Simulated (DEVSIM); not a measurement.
System: Si p+/n-/n+ power diode, at 350 K.

| layer (left to right) | material | thickness (μm) | Nd (cm⁻³) | Na (cm⁻³) | τn (s) | τp (s) |
|---|---|---|---|---|---|---|
| 1 | Si | 2.20 | - | 6.8e18 | 1.2e-6 | 1.2e-6 |
| 2 | Si | 21.0 | 1.3e14 | - | 1.2e-6 | 1.2e-6 |
| 3 | Si | 8.80 | 1.1e18 | - | 1.2e-6 | 1.2e-6 |

Left contact: ohmic. Right contact: ohmic. Voltage is applied to the left contact. Recombination: SRH at mid-gap, Auger. Mobility is constant in doping. Where it depends on doping, it is μmin + (μ − μmin)/(1 + (N/Nref)^α).

Constants are typed, rounded textbook-type inputs, not results; the design itself was drawn at random and stands for no fabricated device. Values at 300 K; Nc and Nv go as T^1.5, mobilities as T to minus their exponent, the gap by Varshni's rule with the affinity fixed. The table also holds parameters that only a changed run uses.

```tsv
parameter	Si
gap (eV)	1.124
affinity (eV)	4.05
permittivity	11.7
Nc (cm⁻³)	2.86e19
Nv (cm⁻³)	3.1e19
μn (cm²/Vs)	1417
μp (cm²/Vs)	470
μn,min	52
μp,min	45
Nref,n	9.7e16
Nref,p	2.2e17
αn	0.68
αp	0.72
T exponent of μn	2.3
T exponent of μp	2.2
Cn (cm⁶/s)	2.8e-31
Cp (cm⁶/s)	9.9e-32
Varshni α (eV/K)	0.000473
Varshni β (K)	636
```

DEVSIM, 1D drift-diffusion, Boltzmann statistics, complete ionisation; no tunnelling, impact ionisation, image-force lowering or self-heating.

Base results: potential step across the device at zero bias (V) 0.953; dark forward voltage at 1 A/cm² (V) 0.585; dark forward voltage at 100 A/cm² (V) 0.777.

**Question.** What follows from this one change: doping Nd of layer 3 1.1e+18 → 1.1e+17 cm^-3?

**Answer.** potential step across the device at zero bias 0.953 → 0.883 V; dark forward voltage at 1 A/cm² 0.585 → 0.568 V; dark forward voltage at 100 A/cm² 0.777 → 0.759 V.

**Question.** What follows from this one change: thickness of layer 3 8.8 → 3.1 μm?

**Answer.** potential step across the device at zero bias little changed (0.953 V); dark forward voltage at 1 A/cm² 0.585 → 0.580 V; dark forward voltage at 100 A/cm² 0.777 → 0.769 V.

**Question.** What follows from this one change: doping-dependent mobility in place of the constant one?

**Answer.** potential step across the device at zero bias little changed (0.953 V); dark forward voltage at 1 A/cm² 0.585 → 0.594 V; dark forward voltage at 100 A/cm² 0.777 → 0.817 V.
